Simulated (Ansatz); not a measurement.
Results of HSE06+SOC (PAW; Ansatz, a program for electronic structure) for ScSnCN (model structure, started from the AlSiCN type, P3m1, No. 156, 4 atoms in the cell).

Numerical settings: plane-wave cutoff 460 eV, 9×9×6 k mesh (along the axes of the cell as run), Fermi–Dirac smearing 0.01 eV, PAW data made under PBE.

Cell (relaxed with PBEsol):

```
ScSnCN
1.0
    3.57543     0.00000     0.00000
   -1.78772     3.09641     0.00000
    0.00000     0.00000     5.40588
Sc Sn C N
1 1 1 1
Cartesian
  0.00000   2.06428   2.85112
  1.78772   1.03214   5.44541
  0.00000   2.06428   0.59463
  1.78772   1.03214   3.27201
```

Problem. Give the computed band gap.

Solution. 
- band gap: 2.81 eV (on the SCF k mesh)

Note: the relaxation could raise the start's symmetry but not lower it, so the cell can be a saddle point; cell and atoms aren't relaxed at this level (largest force component 0.22 eV/Å, pressure 0.6 GPa).

The computed numbers hold no vibrational or temperature effects.

A model structure was made by putting elements into a prototype or built by hand; it is no filed structure, need not be a known phase, and can be a saddle point held by its symmetry.
